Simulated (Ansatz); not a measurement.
Base system: AlRu in the CsCl type structure (space group Pm-3m, No. 221; relaxed with 0.1 eV smearing).

```cif
data_AlRu
_chemical_formula_sum 'Al1 Ru1'
_space_group_name_H-M_alt 'Pm-3m'
_space_group_IT_number 221
_space_group_name_Hall '-P 4 2 3'
_cell_length_a 2.97703
_cell_length_b 2.97703
_cell_length_c 2.97703
_cell_angle_alpha 90.000
_cell_angle_beta 90.000
_cell_angle_gamma 90.000
loop_
_atom_site_label
_atom_site_type_symbol
_atom_site_symmetry_multiplicity
_atom_site_Wyckoff_symbol
_atom_site_fract_x
_atom_site_fract_y
_atom_site_fract_z
_atom_site_occupancy
Al1 Al 1 b 0.50000 0.50000 0.50000 1
Ru1 Ru 1 a 0.00000 0.00000 0.00000 1
```

Level of theory: PBEsol (Ansatz, a first-principles code), scalar-relativistic without spin-orbit coupling.

Strains are applied to the cell and any free atomic positions relax.

One change was made to it. Results:

The energy increases by 2.1 meV/atom; the pressure goes from zero to 3.4 GPa.

Q: Which of these changes matches the shifts?
A. isotropic strain +0.50 %
B. isotropic strain −3.00 %
C. isotropic strain −0.50 %
D. isotropic strain −2.50 %
E. isotropic strain +2.00 %

A: C, isotropic strain −0.50 %. For comparison, the pressure in the other runs: isotropic strain +2.00 % gives -11.4 GPa; isotropic strain +0.50 % gives -3.2 GPa; isotropic strain −3.00 % gives 24.4 GPa; isotropic strain −2.50 % gives 19.6 GPa.

Whether these cells are dynamically stable was not tested. The final runs are not spin-polarised.
